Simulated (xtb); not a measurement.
xtb 6.7.1, GFN2-xTB: Zr(Br)(OEt)3 (CC[O][Zr]([Br])([O]CC)[O]CC), 26 atoms. The geometry is a generated start, not checked to be a minimum at this level.

run flags: --grad
method: GFN2-xTB
--acc: 1 (default)
--etemp (K): 300 (default)
basis functions: 71
valence electrons: 68

```xyz
26

Zr    -0.0646     0.7466     0.0647
Br     1.3046     2.4953     1.2189
O     -1.7580     0.9567     0.8645
C     -2.6484    -0.0832     0.6202
C     -2.1937    -0.9402    -0.5818
H     -2.7313    -0.7205     1.5239
H     -3.6500     0.3366     0.4131
H     -1.2270    -1.4239    -0.3560
H     -2.9330    -1.7115    -0.8012
H     -2.0838    -0.2903    -1.4644
O      0.8797    -0.7699     0.6322
C      0.8568    -0.9601     2.0192
C      0.5100    -2.4103     2.3679
H      1.8528    -0.7112     2.4332
H      0.1022    -0.2822     2.4894
H      1.2495    -3.0749     1.9253
H      0.5047    -2.5504     3.4455
H     -0.4734    -2.6640     1.9681
O      0.0467     0.9801    -1.7944
C      1.3683     1.0399    -2.2429
C      1.8200     2.4879    -2.4685
H      2.0472     0.5437    -1.5026
H      1.4437     0.4859    -3.1952
H      1.7979     3.0480    -1.5316
H      2.8306     2.5056    -2.8678
H      1.1483     2.9661    -3.1798
```

Charge 0 and multiplicity 1 are set for this test and not shown to be the ground state.

One run each on 1 thread. Values of broydamp tried: 0.02, 0.05, 0.1, 0.2, 0.4 (default), 0.6, 0.8, 1.

### Question
Which value of broydamp needs the fewest SCC iterations, and what happens away from it?

### Answer
Fewest SCC iterations, within one of each other: 0.4 (default) with 14, 0.6 with 14, 0.8 with 14, 1 with 14. The count rises to 23 at 0.02. All converge to one solution.

```
broydamp       SCC iterations            end
-------------  --------------  -------------
0.02                       23  same solution
0.05                       20  same solution
0.1                        19  same solution
0.2                        16  same solution
0.4 (default)              14  same solution
0.6                        14  same solution
0.8                        14  same solution
1                          14  same solution
```
